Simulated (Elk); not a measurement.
Input and output of a self-consistent single point for Br (Cmce, 4 atoms in the cell) (Elk).

Level of theory: PBE, spin-orbit coupling in second variation, all-electron FP-LAPW, Elk's shipped species files, default APW+lo basis (Elk 10.2.4).

```
Br
1.0
    2.28883    -3.40770     0.00000
    2.28883     3.40770     0.00000
    0.00000     0.00000     8.91010
Br
4
Cartesian
  3.94137   0.00000   7.92108
  2.92513   0.00000   3.46603
  1.65254   0.00000   5.44407
  0.63630   0.00000   0.98902
```

Reference input (self-consistent single point, DFT, PBE, all-electron FP-LAPW, Elk's shipped species files, default APW+lo basis): xctype = 20; swidth = 0.000734986 Ha; ngridk = 5 5 2; rmtscf = 0.87; maxscl = 100. This run's input differs from it in these lines:

```diff
@@ -6,4 +6,13 @@
 
+spinorb
+  .true.
+
 rmtscf
   0.87
+
+lmaxi
+  3
+
+nempty
+  10
```

The program printed (abridged):

```
│ Self-consistent loop started │
│ Loop number : 1 │
 total energy                :     -10431.2968470
 total moment                :  -0.7363313107E-26 -0.1165955796E-18  0.2266477186E-26
│ Loop number : 2 │
 total energy                :     -10431.3486368
 total moment                :   0.4897249648E-25 -0.1165597785E-18 -0.2053374930E-26
RMS change in Kohn-Sham potential (target) :   0.8165288716E-01 (  0.1000000000E-05)
Absolute change in total energy (target)   :   0.5178983883E-01 (  0.1000000000E-03)
│ Loop number : 3 │
 total energy                :     -10431.1900374
   [... lines left out ...]
 total energy                :     -10426.9079416
 total moment                :  -0.1687193906E-23 -0.1159268470E-18  0.4859852958E-23
RMS change in Kohn-Sham potential (target) :   0.1496651089E-06 (  0.1000000000E-05)
Absolute change in total energy (target)   :   0.1849642849E-03 (  0.1000000000E-03)
│ Loop number : 14 │
 total energy                :     -10426.9079155
 total moment                :   0.1108375559E-23 -0.1159042977E-18  0.1973228916E-23
RMS change in Kohn-Sham potential (target) :   0.6336988042E-07 (  0.1000000000E-05)
Absolute change in total energy (target)   :   0.7231434211E-04 (  0.1000000000E-03)
Convergence targets achieved

│ Loop number : 15 │

Energies :
 Fermi                       :     0.373621232531E-01
 xc effective B-field        :    -0.277489068908E-10
 external B-field            :      0.00000000000
 total energy                :     -10426.9079122
 (external B-field energy excluded from total)

Density of states at Fermi energy :   0.1357872013E-06
 (states/Hartree/unit cell)

Estimated indirect band gap :   0.5582596751E-01
 from k-point     12 to k-point      1
Estimated direct band gap   :   0.5618278973E-01
 at k-point      1

Charges :
 core                        :    72.00000000
 valence                     :    68.00000000
 interstitial                :    10.31898022
 muffin-tins (core leakage)
  species :    1 (Br)
   atom    1                 :    32.42025494     (  0.2038918385E-03)
   [... lines left out ...]
   atom    2                 :  -0.3573098568E-23  0.1194940299E-06   0.000000000
   atom    3                 :   0.3573098568E-23  0.1194940299E-06   0.000000000
   atom    4                 :   0.3573098568E-23 -0.1194940299E-06   0.000000000
 total in muffin-tins        :   0.7146197135E-23 -0.5293955920E-22   0.000000000
 total moment                :   0.8747184054E-23 -0.1159615230E-18  0.1043238298E-23

│ Self-consistent loop stopped │
```

The run converged in 15 iterations. The count includes the last loop, which Elk runs after its targets are met. Against the reference run the gap on the mesh goes from 1.580 to 1.519 eV.

The starting cell has typed, rounded lattice constants, without a prior relaxation at this level. Its lattice was rescaled by a random factor within 2.5 % of one. Values depend on the basis (sphere radii, cutoffs, local orbitals), which need not be converged.

Cost on one core of a shared machine: roughly 2 min.
